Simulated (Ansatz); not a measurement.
## What tensor shear ε_xz = +1.71 % does to Zr

The reference is Zr in the hcp (Mg type) structure (space group P6_3/mmc, No. 194; a = 3.2443 Å, c = 5.1580 Å; relaxed with 0.1 eV smearing). Axes: x lies along a and z along c of the hexagonal cell.

Now apply this change: tensor shear ε_xz = +1.71 % (engineering shear γ = 0.0342); the atoms relax in the strained cell.

Calculations: Kohn–Sham DFT with the r2SCAN functional, run in Ansatz (a program for electronic structure) with PAW and 500 eV plane waves, spin-orbit coupling left out. Settings: 20×20×11 k-points, 0.1 eV Fermi–Dirac smearing.

The volume per atom hardly moves (23.51 Å³ against 23.50 Å³) and the shortest interatomic distance falls by 0.0846 bohr to 5.939 bohr. The energy increases by 2.7 meV/atom and the pressure (mean of the normal stresses, compression positive) remains 0.0 GPa. The band gap remains zero and the stress (xx, yy, zz, yz, xz, xy; compression positive) comes out as (0.0, -0.1, 0.0, 0.0, -1.1, 0.0) GPa.

Final structure:

```
Zr
1.0
    3.24432     0.00000     0.05548
   -1.62216     2.80966    -0.02774
    0.08820     0.00000     5.15800
Zr
2
Direct
  0.66667   0.33333   0.75000
  0.33333   0.66667   0.25000
```

Cost of the whole job for the changed cell (relaxation, final SCF and bands): about 3 core-minutes (a rough figure).

Whether these cells are dynamically stable was not tested. The final runs are not spin-polarised.
